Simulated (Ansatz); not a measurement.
**Response to strain in hypothetical P4/mmm BaTiHO2**

Base system: BaTiHO2 (space group P4/mmm, No. 123; a = 4.046 Å, c = 3.986 Å; ferromagnetic; a hypothetical phase, not in the database extracts checked). Axes: x, y, z lie along a, b, c of the conventional cell.

Strains are applied to the cell and any free atomic positions relax; under biaxial strain the out-of-plane vector relaxes too; under stress the whole cell relaxes.

All numbers come from plane-wave PAW DFT at the PBE level (Ansatz, a program for electronic structure, 420 eV), no SOC.

Notes on the quantities. energy relative to the base: free energy F.

```json
[
 {"case": "base", "energy relative to the base": "0 meV/atom", "shortest interatomic distance": "1.993 Å", "largest site moment": "0.49 μB"},
 {"case": "biaxial strain −2.63 %, plane normal [001], relaxed out of plane", "energy relative to the base": "+19 meV/atom", "shortest interatomic distance": "1.970 Å", "largest site moment": "0.46 μB"},
 {"case": "uniaxial strain ε_zz = −4.46 %", "energy relative to the base": "+15 meV/atom", "shortest interatomic distance": "1.904 Å", "largest site moment": "0.42 μB"},
 {"case": "uniaxial stress, 5 GPa compression along z", "energy relative to the base": "+6.0 meV/atom", "shortest interatomic distance": "1.933 Å", "largest site moment": "0.46 μB"}
]
```

The magnetic state is the one reached from the starting moments; the real material's order can differ, and small cells can't hold many antiferromagnetic ones. Without a gap, meshes like the base's 12×12×12 leave anisotropic stresses uncertain by several tenths of a GPa, and small strain energies with them. Stability under load was not tested beyond the relaxation. No Hubbard U is applied, and correlation can decide whether such a compound is a metal.
